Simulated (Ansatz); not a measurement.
Take InAs in the zinc blende structure (space group F-43m, No. 216; a = 6.110 Å) as the base.

One thing is altered: an isotropic linear strain of −2.50 %, atoms relaxed at fixed cell.

Level of theory: Ansatz (a quantum-chemistry and plane-wave program) r2SCAN, without spin-orbit coupling.

Base, band edges from the VBM (valence, conduction): X -2.29, 1.88; W -2.80, 4.46; L -0.97, 1.25; Γ 0.00, 0.08; K -1.91, 2.43; U -1.91, 2.43 eV.

Give the band edges at the high-symmetry points of the new zone, measured from its valence-band maximum.


```tsv
point	valence edge (eV)	conduction edge (eV)
Γ	0.00	0.50
X	-2.55	1.76
U	-2.14	2.41
K	-2.14	2.41
L	-1.08	1.44
W	-3.14	4.61
```

The gap is 0.50 eV, direct at Γ.

No phonon test of stability was made.
